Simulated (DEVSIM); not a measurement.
Structure: illuminated Si n-on-p cell, one wavelength, at 250 K.

Layer 1 from the left is Si, thickness (μm) 0.100, Nd (cm⁻³) 4.6e18, τn (s) 0.00011, τp (s) 3.4e-5, absorption coefficient (cm⁻¹) 5900. Layer 2 from the left is Si, thickness (μm) 100, Na (cm⁻³) 1.9e16, τn (s) 0.00017, τp (s) 0.00017, absorption coefficient (cm⁻¹) 5900.

Left contact: ohmic, minority hole recombination velocity 4000 cm/s. Right contact: ohmic, minority electron recombination velocity 30000 cm/s. Voltage is applied to the left contact. Recombination: SRH at mid-gap, radiative, Auger. Gap narrowing is on: ΔEg = 6.92 meV × (l + √(l² + 0.5)), l = ln(N/1.3e17 cm⁻³), shared equally by both band edges. Light enters at the left, 2.5e17 photons cm⁻² s⁻¹, one pass, no reflection. Mobility is μmin + (μ − μmin)/(1 + (N/Nref)^α).

The device is made up for the run: typed textbook-type constants, with dimensions and the other settings drawn at random. Values at 300 K; Nc and Nv go as T^1.5, mobilities as T to minus their exponent, the gap by Varshni's rule with the affinity fixed.

Si: gap (eV) 1.124, affinity (eV) 4.05, permittivity 11.7, Nc (cm⁻³) 2.86e19, Nv (cm⁻³) 3.1e19, μn (cm²/Vs) 1417, μp (cm²/Vs) 470, μn,min 52, μp,min 45, Nref,n 9.7e16, Nref,p 2.2e17, αn 0.68, αp 0.72, T exponent of μn 2.3, T exponent of μp 2.2, B (cm³/s) 4.7e-15, Cn (cm⁶/s) 2.8e-31, Cp (cm⁶/s) 9.9e-32, Varshni α (eV/K) 0.000473, Varshni β (K) 636.

Model (solved in DEVSIM): 1D drift-diffusion, Boltzmann statistics, complete ionisation; no tunnelling, impact ionisation, image-force lowering or self-heating.

Dark forward current:

| |V| (V) | |J| (A/cm²) |
|---|---|
| 0.25 | 4.241e-11 |
| 0.30 | 2.831e-10 |
| 0.35 | 2.384e-9 |
| 0.40 | 2.260e-8 |
| 0.45 | 2.245e-7 |
| 0.50 | 2.267e-6 |
| 0.55 | 2.302e-5 |
| 0.60 | 0.0002342 |
| 0.65 | 0.002383 |
| 0.70 | 0.02424 |
| 0.75 | 0.2440 |
| 0.80 | 2.258 |
| 0.85 | 15.24 |
| 0.90 | 66.18 |
| 0.95 | 198.5 |
| 1.00 | 452.3 |
| 1.05 | 851.7 |
| 1.10 | 1406 |
| 1.15 | 2114 |

Problem. Work out the local ideality factor n = ΔV / (kT/q · ln(J2/J1)) between the rows 0.25 and 0.30 V, 0.60 and 0.65 V, 1.10 and 1.15 V.

Solution. kT/q = 21.54 mV. From 0.25 to 0.30 V: ln(2.831e-10/4.241e-11) = 1.898, n = 1.22. From 0.60 to 0.65 V: ln(0.002383/0.0002342) = 2.320, n = 1.00, near the 1 of diffusion or emission over a barrier. From 1.10 to 1.15 V: ln(2114/1406) = 0.408, n = 5.69.

Problem. What current could the absorbed light give at most, and what share is collected?

Solution. Σ αd = 59.1, so qΦ(1 − exp(−Σ αd)) = 40.1 mA/cm². The simulated short-circuit current is 39.54 mA/cm², a share of 0.99.

Problem. Estimate the open-circuit voltage by superposition: the voltage at which the dark current equals that short-circuit current.

Solution. Interpolating ln J in the table gives 0.711 V. The simulation gives 0.710 V, the same within the digits that matter. Superposition holds where collection doesn't change with voltage.

Problem. Estimate the fill factor from FF0 = (v − ln(v + 0.72))/(v + 1), v = qVoc/(nkT), with n from the dark curve.

Solution. The rows about Voc, 0.70 and 0.75 V, give n = 1.01, so v = 32.8 and FF0 = 0.866. The simulation gives 0.867, the same within the digits that matter.
